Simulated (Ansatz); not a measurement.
Start from Sr3AsN in the anti-perovskite structure (space group Pm-3m, No. 221; a = 5.041 Å; a cell from a computed database, its experimental status unchecked). Axes: x, y, z lie along the cube axes.

Calculations: DFT with PBEsol, PAW potentials and a 420 eV plane-wave cutoff in Ansatz (a quantum-chemistry and plane-wave program), spin-orbit coupling left out.

One thing is altered: uniaxial strain ε_xx = +0.75 %, all other strain components held at zero, atoms relaxed at fixed cell.

### Question
Predict the stress tensor and what it implies for the stiffness.

### Answer
Stress of the strained cell less that of the base (GPa, compression positive):
```
  -0.88    0.00    0.00
   0.00   -0.13    0.00
   0.00    0.00   -0.13
```

Then −Δσ_ii/ε with ε = 0.0075 gives relaxed-ion elastic constants: C11 ≈ 117 GPa.

Stability against distortions was not tested.
